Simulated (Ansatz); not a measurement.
The parent structure is BP in the zinc blende structure (space group F-43m, No. 216).

```yaml
crystal:
  lattice:
    - [0.00000, 2.26820, 2.26820]
    - [2.26820, 0.00000, 2.26820]
    - [2.26820, 2.26820, 0.00000]
  atoms:
    - { symbol: P, position: [0.75000, 0.75000, 0.75000] }
    - { symbol: B, position: [0.00000, 0.00000, 0.00000] }
```

The values are results of Kohn–Sham DFT with the r2SCAN functional, run in Ansatz (a quantum-chemistry and plane-wave program) with PAW and 500 eV plane waves, without spin-orbit coupling, earlier PAW set, not measurements.

Base values:

- Smallest direct gap: 3.60 eV
- Gap character: indirect, Γ → Γ–X (83 % along)
- Lattice parameter a: 8.573 bohr

One thing is altered: hydrostatic tension (pressure −2 GPa).

Problem. How does this affect the smallest direct gap, gap character and lattice parameter a?

Solution. The smallest direct gap shrinks by 0.02 eV (3.60 eV → 3.58 eV); the gap character remains indirect, Γ → Γ–X (83 % along); the lattice parameter a grows by 0.034 bohr (8.573 bohr → 8.607 bohr).

Load acts through the strain it causes; cell and atoms are relaxed under it. Whether these cells are dynamically stable was not tested.
